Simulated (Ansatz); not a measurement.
WO3 (P-42₁m, No. 113, 16 atoms in the cell; start mp-2235359; a measured phase of this formula has another space group), treated with PBEsol (PAW; Ansatz, a first-principles code).

Settings: plane-wave cutoff 520 eV, 6×6×10 k mesh (along the axes of the cell as run), Fermi–Dirac smearing 0.01 eV, no spin polarisation, scalar-relativistic PAW data made under PBE.

Cell (relaxed with PBEsol):

```
CELL_PARAMETERS angstrom
      7.57168     0.00000     0.00000
      0.00000     7.57168     0.00000
      0.00000     0.00000     3.87860
ATOMIC_POSITIONS crystal
  W  0.73208 0.23208 0.05494
  W  0.23208 0.26792 0.94506
  W  0.26792 0.76792 0.05494
  W  0.76792 0.73208 0.94506
  O  0.74438 0.24438 0.51075
  O  0.24438 0.25562 0.48925
  O  0.25562 0.75562 0.51075
  O  0.75562 0.74438 0.48925
  O  0.50564 0.75080 0.00409
  O  0.75080 0.49436 0.99591
  O  0.49436 0.24920 0.00409
  O  0.24920 0.50564 0.99591
  O  0.00564 0.74920 0.99591
  O  0.25080 0.00564 0.00409
  O  0.99436 0.25080 0.99591
  O  0.74920 0.99436 0.00409
```

Give the computed band gap and smallest direct gap on the k points sampled.


* **band gap**: 1.17 eV
* **smallest direct gap on the k points sampled**: 1.18 eV

Spin–orbit coupling is not included.

Static lattice: no zero-point or thermal effects.

The result took very roughly 5 core-minutes.

A start named mp-… is a Materials Project structure, which need not be a measured phase.
